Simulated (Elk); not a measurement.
Band structure of Ta₂N (P-3m1, 3 atoms in the cell).

```yaml
crystal:
  lattice:
    - [3.10632, 0.00000, 0.00000]
    - [-1.55316, 2.69015, 0.00000]
    - [0.00000, 0.00000, 4.85961]
  atoms:
    - { symbol: Ta, position: [0.66667, 0.33333, 0.74529] }
    - { symbol: Ta, position: [0.33333, 0.66667, 0.25471] }
    - { symbol: N, position: [0.00000, 0.00000, 0.00000] }
```

Computed with PBE, all-electron FP-LAPW, Elk's shipped species files, default APW+lo basis in Elk 10.2.4.

Settings: xctype = 20; rgkmax = 7; stype = 0; swidth = 0.00183747 Ha; ngridk = 12 12 7.

The starting cell comes from a database of computed structures (which also holds hypothetical and non-ambient phases and stackings), without a prior relaxation at this level. Its lattice was rescaled by a random factor within 2.5 % of one. Spin-orbit coupling is off. Spin polarisation is off. Values depend on the basis (sphere radii, cutoffs, local orbitals), which need not be converged.

Levels in eV from the Fermi level, bands 27 to 34:
```
point     27     28     29     30    31    32    33    34
-----  -----  -----  -----  -----  ----  ----  ----  ----
Γ      -4.93  -0.63  -0.19  -0.19  0.31  0.34  0.34  1.22
M      -4.54  -2.59  -1.34   1.83  1.95  3.80  4.12  4.30
K      -3.33  -2.69  -2.69   1.32  1.32  3.04  3.54  3.54
A      -2.84  -2.61  -1.09  -1.09  1.86  1.96  2.38  2.38
L      -3.27  -2.13  -2.08  -0.24  0.78  3.39  3.61  4.12
H      -2.43  -1.88  -1.88   0.67  0.80  0.80  4.09  4.09
```

Bands cross the Fermi level along this path, so the cell is metallic at this level.
